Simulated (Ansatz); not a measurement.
The parent structure is WS2 (space group P6_3/mmc, No. 194; a = 3.115 Å, c = 11.772 Å; layered, stacked along the Cartesian z axis). Axes: x lies along a and z along c of the hexagonal cell.

Structures relaxed with plane-wave PAW DFT at the PBEsol-D3(BJ) level (Ansatz, a program for electronic structure, 420 eV), scalar-relativistic without spin-orbit coupling.

Base:

Simulated powder pattern, Co Kα, λ = 1.79026 Å (kinematic, ideal powder, no thermal factors, no anomalous dispersion; the 14 strongest lines at most, above 2 %, up to 2θ = 90°):

```
2θ (°)  I/Imax (%)    hkl
------  ----------  -----
17.49          100  (002)
35.41          8.4  (004)
38.76           23  (100)
39.81           39  (101)
42.82           17  (102)
47.49           70  (103)
54.29          8.0  (006)
60.61           29  (105)
68.69          6.1  (106)
70.17           17  (110)
72.96           16  (112)
81.13          6.3  (114)
83.83          5.7  (201)
89.14           13  (203)
```

After one change:

Simulated powder pattern, Co Kα, λ = 1.79026 Å (kinematic, ideal powder, no thermal factors, no anomalous dispersion; the 14 strongest lines at most, above 2 %, up to 2θ = 90°):

```tsv
2θ (°)	I/Imax (%)
17.60	100
35.63	8.5
38.76	23
39.82	40
42.87	18
47.59	71
54.64	8.1
60.84	29
69.00	6.2
70.17	17
72.99	16
81.26	6.4
83.84	5.9
89.21	13
```

Task: What was done to the base?
A) uniaxial strain ε_zz = −1.80 %
B) uniaxial strain ε_zz = −1.20 %
C) uniaxial strain ε_zz = −2.40 %
D) uniaxial strain ε_zz = −0.60 %

Result: D, uniaxial strain ε_zz = −0.60 %. Its volume per atom is 16.39 Å³ against 16.48 Å³, and its space group is P6_3/mmc (No. 194).

Whether these cells are dynamically stable was not tested.
